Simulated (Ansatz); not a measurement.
A self-consistent single point of SrCu4Ag (Cmmm, 6 atoms in the cell) with Ansatz (a program for electronic structure).

Method: PBEsol, default PAW files made with PBE (plane waves; Ansatz).

```
CELL_PARAMETERS angstrom
      2.51115    -4.94333     0.00000
      2.51115     4.94333     0.00000
      0.00000     0.00000     4.17832
ATOMIC_POSITIONS crystal
  Sr 0.50000 0.50000 0.00000
  Cu 0.19213 0.80787 0.00000
  Cu 0.80787 0.19213 0.00000
  Cu 0.00000 0.50000 0.50000
  Cu 0.50000 0.00000 0.50000
  Ag 0.00000 0.00000 0.50000
```

Reference input (self-consistent single point, DFT, PBEsol, plane waves, default PAW files made with PBE): basis.ecutwfc = 30.9 Ry; kpoints.mp_grid.grid = 4 4 5; hamiltonian.xc = pbesol; hamiltonian.pseudopotentials = {kind: paw} (the program's default PAW files); scf.occupations.method = methfessel_paxton; scf.occupations.width = 0.01 Ry. This run's input differs from it in these lines:

Ansatz 0.2 input:
```diff
@@ -14,3 +14,3 @@
 basis:
-  ecutwfc: 30.9 Ry
+  ecutwfc: 24.6 Ry
 kpoints:
```

Output (repeated stretches shortened):

```
SCF iter   1: F=—  HF=-37369.682443 eV  |F-HF|=—  |Δ(HF+E_count)|=         —  Δρ=1.51e-2  dr2=1.40e-1  ethr=1.77e-3  ⟨swp⟩=6.9  Hψ=5372  notcnv=0  defer=6
all-band conjugate gradients solve this SCF's bands
preconditioner: auto → LDOS
SCF iter   2: F=—  HF=-37370.111526 eV  |F-HF|=—  |Δ(HF+E_count)|=   4.29e-1  S|Δr|=    0.00e0  Δρ=5.92e-2  dr2=2.10e0  ethr=1.34e-4  ⟨swp⟩=2.0  Hψ=2775  notcnv=0  defer=82
   [... lines left out ...]
SCF iter   9: F=—  HF=-37369.635739 eV  |F-HF|=—  |Δ(HF+E_count)|=   2.93e-7  S|Δr|=    0.00e0  Δρ=2.10e-5  dr2=9.49e-7  ethr=6.35e-9  ⟨swp⟩=2.0  Hψ=1871  notcnv=0  defer=9
SCF iter  10: F=—  HF=-37369.635739 eV  |F-HF|=—  |Δ(HF+E_count)|=   1.74e-7  S|Δr|=    0.00e0  Δρ=1.55e-5  dr2=2.32e-7  ethr=9.03e-10  ⟨swp⟩=2.0  Hψ=1885  notcnv=0  defer=9
SCF iter  11: F=-37369.635739 eV  HF=-37369.635739 eV  |F-HF|=3.65e-9  |Δ(HF+E_count)|=   3.85e-8  S|Δr|=    0.00e0  Δρ=1.63e-6  dr2=5.53e-9  ethr=9.52e-11  ⟨swp⟩=9.2  Hψ=5410  notcnv=0
SCF 1 converged in 11 iterations: F = -37369.635739 eV  dr2 = 5.53e-9
Stability not checked (fill_not_monotonic)
Free energy (F): -37369.635739 eV
Internal energy: -37369.642951 eV  (E = F + TS)
E sigma→0 (E₀):  -37369.637542 eV
Entropy (-TS):   0.007213 eV (1.202 meV/atom)
Fermi energy:    12.996054 eV
--- Forces (eV/Å), atoms counted from 1 ---
  atom   1  Sr     0.00000000     0.00000000     0.00000000
  atom   2  Cu     0.00000000     0.04153351     0.00000000
  atom   3  Cu     0.00000000    -0.04153351     0.00000000
  atom   4  Cu     0.00000000     0.00000000     0.00000000
  atom   5  Cu     0.00000000     0.00000000     0.00000000
  atom   6  Ag     0.00000000     0.00000000     0.00000000
--- Stress (GPa, compression-positive) ---
       -4.436885       0.000000       0.000000
        0.000000      -3.189207       0.000000
        0.000000       0.000000      -4.146569
  P = ⅓ Tr σ = -3.9242 GPa (-39.242 kbar)
  The stress holds the Pulay correction. Without it, at fixed plane waves, as pw.x and ABINIT print it: P = -7.6611 GPa
```

The run converged in 11 iterations. Against the reference run the free energy rises by 28.7 meV/atom, the pressure goes from -4.04 to -3.92 GPa and the largest force goes from 0.028 to 0.042 eV/Å.

The starting cell comes from a database of computed structures (which also holds hypothetical and non-ambient phases and stackings), without a prior relaxation at this level. Spin polarisation is off. Ansatz's pressure includes its estimate of the finite-basis (Pulay) stress. Without the estimate this run gives -7.66 GPa. The cutoff lies below the one recommended for these files.
